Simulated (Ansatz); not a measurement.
## ZrRh (space group Cmcm, No. 63; a cell from a computed database, its experimental status unchecked)

```yaml
crystal:
  lattice:
    - [1.68463, -9.73342, 0.00000]
    - [1.68463, 9.73342, 0.00000]
    - [0.00000, 0.00000, 4.30566]
  atoms:
    - { symbol: Zr, position: [0.56157, 0.43843, 0.25000] }
    - { symbol: Zr, position: [0.43843, 0.56157, 0.75000] }
    - { symbol: Zr, position: [0.69493, 0.30507, 0.75000] }
    - { symbol: Zr, position: [0.30507, 0.69493, 0.25000] }
    - { symbol: Rh, position: [0.94306, 0.05694, 0.25000] }
    - { symbol: Rh, position: [0.05694, 0.94306, 0.75000] }
    - { symbol: Rh, position: [0.83171, 0.16829, 0.75000] }
    - { symbol: Rh, position: [0.16829, 0.83171, 0.25000] }
```

The values are results of plane-wave PAW DFT at the PBEsol level (Ansatz, a program for electronic structure, 420 eV), without spin-orbit coupling, not measurements. Γ-centred 14×14×11 mesh, Fermi–Dirac width 0.05 eV.

| Property | Result |
|---|---|
| Volume per atom | 17.65 Å³ |
| Density | 9.13 g/cm³ |
| Band gap | zero |
| Total energy | -5234.486 eV/atom (σ→0; compares only within this code and set-up) |

No phonon test of stability was made. The final runs are not spin-polarised.
